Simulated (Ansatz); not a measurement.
Given:

```
CELL_PARAMETERS angstrom
      4.14383     0.00000     0.00000
      0.00000     4.14383     0.00000
      0.00000     0.00000     2.65772
ATOMIC_POSITIONS crystal
  Si 0.00000 0.00000 0.00000
  Si 0.50000 0.50000 0.50000
  O  0.30533 0.30533 0.00000
  O  0.80533 0.19467 0.50000
  O  0.19467 0.80533 0.50000
  O  0.69467 0.69467 0.00000
```

No spin polarisation.

The values are results of LDA (Ansatz, a program for electronic structure), no spin-orbit coupling, not measurements. k-mesh 8×8×12 (Γ-centred); smearing 0.05 eV (Fermi–Dirac).

Question: What is the computed gap character?

Answer: Direct at Γ.

Question: Estimate the electron mass.

Answer: 0.40 mₑ along c, 0.53 mₑ across (at Γ).

Question: Estimate the band gap.

Answer: 5.92 eV.

Load acts through the strain it causes; cell and atoms are relaxed under it. Masses are band curvatures over ±0.01 Å⁻¹ around the edge. No phonon test of stability was made. The cell was made from SiO$_{2}$ in the rutile structure (space group P4_2/mnm, No. 136) by this change: pressure 2.1 GPa.
